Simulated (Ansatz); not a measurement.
# MoS2, response to strain

The reference is MoS₂ in the 3R-MoS2 type structure (space group R3m, No. 160; layered, stacked along the Cartesian z axis).

```yaml
crystal:
  lattice:
    - [1.58770, 0.91666, 6.19534]
    - [-1.58770, 0.91666, 6.19534]
    - [0.00000, -1.83332, 6.19534]
  atoms:
    - { symbol: Mo, position: [0.00000, 0.00000, 0.00000] }
    - { symbol: S, position: [0.75029, 0.75029, 0.75029] }
    - { symbol: S, position: [0.58300, 0.58300, 0.58300] }
```

Cartesian axes are those of the cell as printed.

Strains are applied to the cell and any free atomic positions relax; under biaxial strain the out-of-plane vector relaxes too; under stress the whole cell relaxes.

All numbers come from r2SCAN+rVV10 (Ansatz, a program for electronic structure; PAW; 500 eV plane waves; spin-orbit coupling left out), earlier PAW set.

Notes on the quantities. energy relative to the base: free energy F.

| variant | hole mass | energy relative to the base | band gap |
|---|---|---|---|
| base | 0.85 mₑ along k, 0.69 mₑ across (at T) | 0 meV/atom | 1.02 eV |
| biaxial strain −2.91 %, plane normal [001], relaxed out of plane | 0.70 mₑ along k, 1.1 mₑ across (at T) | +29 meV/atom | 1.19 eV |
| biaxial strain −2.36 %, plane normal [001], relaxed out of plane | 0.72 mₑ along k, 0.98 mₑ across (at T) | +19 meV/atom | 1.15 eV |
| biaxial strain −1.04 %, plane normal [001], relaxed out of plane | 0.79 mₑ (at T) | +3.6 meV/atom | 1.08 eV |
| biaxial strain −0.99 %, plane normal [001], relaxed out of plane | 0.79 mₑ (at T) | +3.2 meV/atom | 1.08 eV |
| biaxial strain −0.85 %, plane normal [001], relaxed out of plane | 0.78 mₑ (at T) | +2.4 meV/atom | 1.07 eV |
| biaxial strain −0.54 %, plane normal [001], relaxed out of plane | 0.81 mₑ along k, 0.74 mₑ across (at T) | +1.0 meV/atom | 1.06 eV |
| isotropic strain −0.45 % | 0.83 mₑ along k, 0.70 mₑ across (at T) | +0.8 meV/atom | 1.01 eV |
| uniaxial strain ε_yy = +2.02 % | 0.69 mₑ along x, 0.58 mₑ along y, 0.91 mₑ along z (at T) | +5.1 meV/atom | 0.83 eV |
| uniaxial stress, 3 GPa compression along x | 0.68 mₑ along y, 0.81 mₑ across (at T) | +2.2 meV/atom | 1.05 eV |

Masses are band curvatures over ±0.01 Å⁻¹ around the edge. Along k means along the line from Γ to the band edge. Beyond what the load breaks, stability against distortions was not tested.
